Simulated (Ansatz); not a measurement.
Take GaN in the wurtzite structure (space group P6_3mc, No. 186; a = 3.183 Å, c = 5.184 Å) as the base. Axes: x lies along a and z along c of the hexagonal cell.

The change: tensile biaxial strain of 0.82 % in the plane normal to [001], as in epitaxy on a mismatched substrate; the out-of-plane cell vector and the atoms relax.

Levels (all Ansatz, a program for electronic structure, PAW): r2SCAN (500 eV, no SOC); HSE06 (420 eV, no spin-orbit coupling).

The geometry is relaxed with r2SCAN.

```
Property           Value
---------------  -------
r2SCAN band gap  2.27 eV
```

With HSE06 at the same geometry, the band gap increases by 0.84 eV, from 2.27 eV to 3.11 eV.

Single points use the geometry relaxed with r2SCAN. Whether these cells are dynamically stable was not tested.
